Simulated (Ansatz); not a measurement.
# Input and output of a self-consistent single point for Pt (Fm-3m, 1 atom in the cell) (Ansatz)

Level of theory: PBEsol, default PAW files made with PBE (plane waves; Ansatz, a program for electronic structure).

This input was run:

Ansatz 0.2 input:
```yaml
# Pt
crystal:
  lattice:
    - [0.00000000, 1.95412000, 1.95412000]
    - [1.95412000, 0.00000000, 1.95412000]
    - [1.95412000, 1.95412000, 0.00000000]
  atoms:
    - { symbol: Pt, position_ang: [0.00000000, 0.00000000, 0.00000000] }
basis:
  ecutwfc: 420.0 eV
kpoints:
  mp_grid:
    grid: [14, 14, 14]
hamiltonian:
  xc: pbesol
  pseudopotentials:
    kind: paw
scf:
  occupations:
    method: gaussian
    width: 0.1 eV
output:
  forces: true
  eigenvalues: true
  stress: true
```

Output (repeated stretches shortened):

```
WARN ansatz: RAYON_NUM_THREADS=1 ignored (pool sized by the plan → 1); use --threads N
Pseudopotentials: kind: paw
Pseudopotential: Pt, paw, valence charge 18
Crystal: 1 atoms, lattice volume = 14.924 Å³
Basis set: ecut = 420 eV, 283 PW (Γ), exchange–correlation on 40×40×40 points (8 copies of the dense FFT grid, shifted against one another)
Bands: 13, of which v1, the nominal top of the filled ones, is band 9 counted from 1 (8 counted from 0)
Symmetry: 48 space group operations
Space group: Fm-3m (ITA 225), of the structure as read, at distance tolerance 2.5e-5 Å
k-points: 104 of 2744
PAW frozen core: Pt, regenerated for the run's functional, and the local potential with it
Initial density: superposition of atomic densities (neutral atoms: chi_scale 0, normalization atom), corrected by the library's trained network
Initial wavefunctions: pseudopotential atomic-orbital guess
Eigensolver: davidson
Functional: x = pbesol(κ = 0.804, μ = 0.12345679012345678), c = pbesol(β = 0.046)
SCF iter   1: F=—  HF=-12383.832390 eV  |F-HF|=—  |Δ(HF+E_count)|=         —  Δρ=6.83e-3  dr2=5.01e-3  ethr=1.77e-3  ⟨swp⟩=5.0  Hψ=7485  notcnv=0
all-band conjugate gradients solve this SCF's bands
preconditioner: auto → none
SCF iter   2: F=—  HF=-12383.830875 eV  |F-HF|=—  |Δ(HF+E_count)|=   1.52e-3  Δρ=3.25e-3  dr2=1.05e-3  ethr=2.78e-5  ⟨swp⟩=1.3  Hψ=2290  notcnv=0
SCF iter   3: F=—  HF=-12383.830632 eV  |F-HF|=—  |Δ(HF+E_count)|=   2.43e-4  Δρ=3.78e-4  dr2=9.85e-6  ethr=5.81e-6  ⟨swp⟩=2.0  Hψ=1840  notcnv=0
SCF iter   4: F=—  HF=-12383.830639 eV  |F-HF|=—  |Δ(HF+E_count)|=   7.26e-6  Δρ=7.95e-5  dr2=2.74e-7  ethr=5.47e-8  ⟨swp⟩=2.5  Hψ=2208  notcnv=0
iter 5 did not close the SCF: its close was put off for the readings that it lacked (scf_convergence_deferred on its scf_iter line)
SCF iter   5: F=-12383.830639 eV  HF=-12383.830639 eV  |F-HF|=4.95e-9  |Δ(HF+E_count)|=   1.21e-7  Δρ=9.13e-6  dr2=8.62e-9  ethr=1.52e-9  ⟨swp⟩=2.0  Hψ=2136  notcnv=0
SCF iter   6: F=-12383.830639 eV  HF=-12383.830639 eV  |F-HF|=5.46e-12  |Δ(HF+E_count)|=   1.83e-9  Δρ=6.51e-7  dr2=1.57e-11  ethr=4.79e-11  ⟨swp⟩=2.1  Hψ=4212  notcnv=0
SCF 1 converged in 6 iterations: F = -12383.830639 eV  dr2 = 1.57e-11
SCF converged after 6 iterations
Free energy (F): -12383.830639 eV
Harris-Foulkes:  -12383.830639 eV  (|F-HF|=5.46e-12)
Internal energy: -12383.822690 eV  (E = F + TS)
E sigma→0 (E₀):  -12383.826664 eV
Entropy (-TS):   -0.007949 eV (-7.949 meV/atom)
Fermi energy:    23.545424 eV
--- Per-component energies (eV) ---
  E_band       = -126.865544
  E_kinetic    = 638.379822
  E_local      = -1449.316000  (includes V_loc(G=0)·N_el)
  E_nonlocal   = 202.919570
  E_hartree    = 537.463315
  E_xc         = -260.618320
  E_vxc        = -302.780666  (∫ρ·V_xc dr)
  E_paw        = -9316.334817  (= ΣΔE_a)
  E_vpaw       = -290.994994  (= ΣTr[D̂ρ^β])
  E_aug_tail   = 0.000173  (compensation charges beyond the density's cutoff)
  E_ewald      = -2736.603414
  E_core_change = 0.286981  (= ΣΔE_core)
  E_smearing   = -0.007949  (= −TS)
  E_closure    = 0.000000  (closes the sum)
  Σ components = -12383.830639   (vs F -12383.830639, Δ=0.00e0)
--- Forces (eV/Å), atoms counted from 1 ---
  atom   1  Pt    -0.00000000     0.00000000    -0.00000000
  max |Σ_I F_I| component: 5.75e-32 eV/Å
--- Stress (GPa, compression-positive) ---
        2.090623       0.000000      -0.000000
       -0.000000       2.090623      -0.000000
       -0.000000       0.000000       2.090623
  P = ⅓ Tr σ = 2.0906 GPa (20.906 kbar)
  The stress holds the Pulay correction. Without it, at fixed plane waves, as pw.x and ABINIT print it: P = 2.0254 GPa
--- Band table (eV; the first three rows and the last of 104) ---
  k-point 0: bands = ["-75.0416", "-28.9837", "-28.9837", "-28.9837", "13.1325", "19.6721", "19.6721", "19.6721", "21.8956", "21.8956", "38.0868", "43.0813", "43.0813"]
  k-point 1: bands = ["-75.0399", "-29.0088", "-28.9873", "-28.9873", "13.3405", "19.5791", "19.7547", "19.7547", "21.8496", "21.8496", "38.4083", "42.0523", "43.3986"]
  k-point 2: bands = ["-75.0350", "-29.0788", "-28.9974", "-28.9974", "13.9308", "19.3671", "19.9471", "19.9471", "21.7810", "21.7810", "39.2182", "40.1229", "44.3022"]
  k-point 103: bands = ["-74.9949", "-29.3434", "-29.2807", "-29.1736", "17.6491", "18.3361", "19.5066", "21.6415", "24.0661", "30.7509", "30.9138", "32.6764", "35.6494"]
```

The run converged in 6 iterations.

The starting cell has typed, rounded lattice constants, without a prior relaxation at this level. Its lattice was rescaled by up to half a per cent. Spin-orbit coupling is off. Spin polarisation is off. Ansatz's pressure includes its estimate of the finite-basis (Pulay) stress.
